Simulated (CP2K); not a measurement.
Band structure of CdTe (F-43m, 2 atoms in the cell).

```xyz
2
Lattice="4.5821 0.0000 0.0000 2.2910 3.9682 0.0000 2.2910 1.3227 3.7412" Properties=species:S:1:pos:R:3 pbc="T T T"
Cd     0.0000     0.0000     0.0000
Te     2.2910     1.3227     0.9353
```

Level of theory: CP2K with PBE, GPW, DZVP-MOLOPT-SR-GTH basis, GTH-PBE potentials (GTH_POTENTIALS).

Settings: CUTOFF = 500 Ry; REL_CUTOFF = 60 Ry; SMEAR/METHOD = FERMI_DIRAC; ELECTRONIC_TEMPERATURE = 580.23 K; KPOINTS/SCHEME = MONKHORST-PACK 5 5 5; XC_FUNCTIONAL = PBE; Cd/BASIS_SET = DZVP-MOLOPT-SR-GTH; Cd/POTENTIAL = GTH-PBE-q12; Te/BASIS_SET = DZVP-MOLOPT-SR-GTH; Te/POTENTIAL = GTH-PBE-q6; METHOD = GPW; EPS_DEFAULT = 1e-11; EXTRAPOLATION = USE_GUESS; NGRIDS = 5.

The starting cell has typed, rounded lattice constants, without a prior relaxation at this level. Spin-orbit coupling is off. Values carry the incompleteness of an atom-centred basis.

Problem. Predict the gap along the standard path and the places of the band edges.

Solution. The gap along the path is 0.85 eV, direct at Γ to within 0.01 eV.

Levels in eV from the top of the valence band on the SCF mesh, bands 6 to 10:
```
point      6      7      8      9    10
-----  -----  -----  -----  -----  ----
Γ      -8.06   0.00   0.00   0.00  0.85
X      -7.56  -4.34  -1.89  -1.89  2.60
W      -7.48  -4.21  -2.36  -2.24  4.49
K      -7.52  -4.24  -2.59  -1.57  2.94
L      -7.70  -4.46  -0.79  -0.79  1.89
U      -7.52  -4.24  -2.59  -1.57  2.94
```

Higher empty bands are left out: an atom-centred basis made for the valence describes them poorly.
